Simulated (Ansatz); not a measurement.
Start from Se (space group P3_121, No. 152; a = 4.507 Å, c = 4.989 Å; made of chains). Axes: x lies along a and z along c of the hexagonal cell.

Computed with r2SCAN, PAW, 500 eV (Ansatz, a program for electronic structure; no spin-orbit coupling), earlier PAW set.

Strains are applied to the cell and any free atomic positions relax; under biaxial strain the out-of-plane vector relaxes too.

One change was made to it. Results:

The electron mass becomes 0.17 mₑ along c, 0.45 mₑ across (at H) (base: 0.18 mₑ along c, 0.43 mₑ across (at H)); the pressure (mean of the normal stresses, compression positive) goes from zero to -0.35 GPa; the band gap decreases by 0.036 eV, from 1.33 eV to 1.30 eV.

Which change produced these results?
(A) isotropic strain −1.02 %
(B) biaxial strain −3.27 %, plane normal [001], relaxed out of plane
(C) uniaxial strain ε_xx = +0.59 %
(D) isotropic strain +0.66 %
(E) isotropic strain +4.46 %

D, isotropic strain +0.66 %. For comparison, the band gap in the other runs: isotropic strain +4.46 % gives 1.04 eV; isotropic strain −1.02 % gives 1.38 eV; biaxial strain −3.27 %, plane normal [001], relaxed out of plane gives 1.10 eV; uniaxial strain ε_xx = +0.59 % gives 1.34 eV.

Masses are band curvatures over ±0.01 Å⁻¹ around the edge. No phonon test of stability was made. No dispersion term is included, though the crystal is made of layers, chains or molecules, so its spacings can come out too wide.
